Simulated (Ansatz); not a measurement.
Phonon-limited transport in MoN₂ (P4/mbm)

Given:

```yaml
crystal:
  lattice:
    - [4.28875, 0.00000, 0.00000]
    - [0.00000, 4.28875, 0.00000]
    - [0.00000, 0.00000, 2.72535]
  atoms:
    - { symbol: Mo, position: [0.50000, 0.50000, 0.00000] }
    - { symbol: Mo, position: [0.00000, 0.00000, 0.00000] }
    - { symbol: N, position: [0.88726, 0.38726, 0.50000] }
    - { symbol: N, position: [0.11274, 0.61274, 0.50000] }
    - { symbol: N, position: [0.61274, 0.88726, 0.50000] }
    - { symbol: N, position: [0.38726, 0.11274, 0.50000] }
```

These are PBEsol, DFPT electron-phonon coupling, linearised Boltzmann equation (plane waves, PAW, scalar-relativistic; Ansatz, an electronic-structure program) values and carry that method's errors. Geometry: relaxed with this functional, without spin-orbit coupling.

```yaml
resistivity at 300 K: 17.9 (x), 17.9 (y), 21 (z) μΩ·cm
electron mean free path at 300 K (weighted by the current that each state carries): 5.5 (x), 5.5 (y), 5.0 (z) nm
```

A metal at this level (no band gap). Only scattering by harmonic phonons is included (no impurities, grain boundaries, electron-electron scattering or thermal expansion). Spin-orbit coupling is left out. Halving the electron mesh (20x20x32) moves the resistivity by up to 7 % at 300 K, the mean free path by up to 9 %. Smearing 0.20 eV; phonons on a 3x3x5 q mesh, which this run doesn't test and which matters most at low temperature.

Computed structure with no diffraction record at hand here (it may be known, metastable or hypothetical): MoN2 (P4/mbm).
